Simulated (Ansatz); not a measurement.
N on the C site, started at the C site. Levels count from the valence-band maximum and include the image correction. With PBE, PAW (Ansatz, a quantum-chemistry and plane-wave program) in a 64-site cell of diamond (PBE lattice) with 2×2×2 shifted sampling: host gap 4.13 eV; neutral formation energy 3.85 eV with the elements as references; ε(+1/0) = 2.85 eV; ε(0/−1) = 3.80 eV.

With HSE06, PAW (Ansatz) in a 64-site cell of diamond (lattice scaled to a tabulated measured volume, 5.67 Å³ a site) with single-point (¼, ¼, ¼) sampling: host gap 5.17 eV; neutral formation energy 3.98 eV with the elements as references; ε(+1/0) = 3.33 eV; ε(0/−1) = 4.41 eV.

The largest shift of a level or formation energy is 0.61 eV.

Flagged in one set or both: a host whose relaxation on this sampling wasn't shown to rest.

Rough costs on shared machines: about 0.08 core-hours for the first set and 2.6 for the second.
